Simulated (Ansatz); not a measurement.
Amorphous Ba₁₂Zr₁₂O₃₆, 60 atoms at 5.27 g/cm³, one PBE-relaxed geometry, zone centre. Methods: PBE, scalar-relativistic without spin-orbit coupling (Ansatz, an electronic-structure program); r2SCAN, scalar-relativistic without spin-orbit coupling (Ansatz); HSE06, scalar-relativistic without spin-orbit coupling (Ansatz). Plane waves to 420 eV (r2SCAN 500 eV); exact exchange is cut at the cell's faces. At PBE the levels at the filled edge of the gap are localised (band-tail or defect states). All rungs ran without spin polarisation.

Preparation: random packing, a CHGNet melt and quench, and a DFT relaxation. O atoms were pushed apart under 1.9 Å during the dynamics, to hinder bonds among them. The hot cell started wider than the set density and was brought back towards it in steps. It is the lowest in DFT energy of 2 quenches. It is a model cell: composition and starting density were chosen by hand, and all elements were melted together. No dispersion term was used. Its density started from a set value of 5.84 and ended at 5.27 g/cm³. Cooling (nominally 410 K/ps over its main leg) ran many orders faster than in experiment, which tends to leave more defects and strain. Values belong to this one cell and scatter from quench to quench. The volume was free in the relaxation, at fixed shape. Stress components on the final sampling reach 1.9 GPa.

The relaxation ran on the zone centre alone. At PBE the level gap is 3.58 eV on a 2×2×2 Γ-centred mesh, and the spacing at the zone centre alone 3.58 eV.

Problem. What zone-centre spacing does r2SCAN give, roughly?

Solution. 4.03 eV (+0.45 eV against PBE).

Problem. What zone-centre spacing does HSE06 give, roughly?

Solution. 4.99 eV (+1.41 eV against PBE).

The highest filled and the lowest empty state spread over these numbers of atoms (participation numbers): PBE: 4.8 and 43.7; r2SCAN: 4.7 and 41.9; HSE06: 4.8 and 45.6.
